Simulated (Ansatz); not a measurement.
Input:

```
Mg2Sn
1.0
    4.75917     0.00000     0.00000
    0.00000     4.75917     0.00000
    2.37958    -2.37958     3.30787
Mg Sn
2 1
Cartesian
  4.75917   2.37958   1.65393
  2.37958   0.00000   1.65393
  0.00000   0.00000   0.00000
```

No spin polarisation.

Level of theory: DFT with LDA, PAW potentials and a 420 eV plane-wave cutoff in Ansatz (a program for electronic structure), no spin-orbit coupling. k-mesh 15×15×15 (Γ-centred); smearing 0.1 eV (Fermi–Dirac).

Q: Predict the band gap and in-plane stress.

A: 
* **Band gap**: zero
* **Mean in-plane stress (compression positive)**: -0.8 GPa

The cells carry an imposed strain or load. No phonon test of stability was made. The cell was made from Mg2Sn (space group Fm-3m, No. 225) by this change: biaxial strain +1.00 %, plane normal [001], relaxed out of plane.
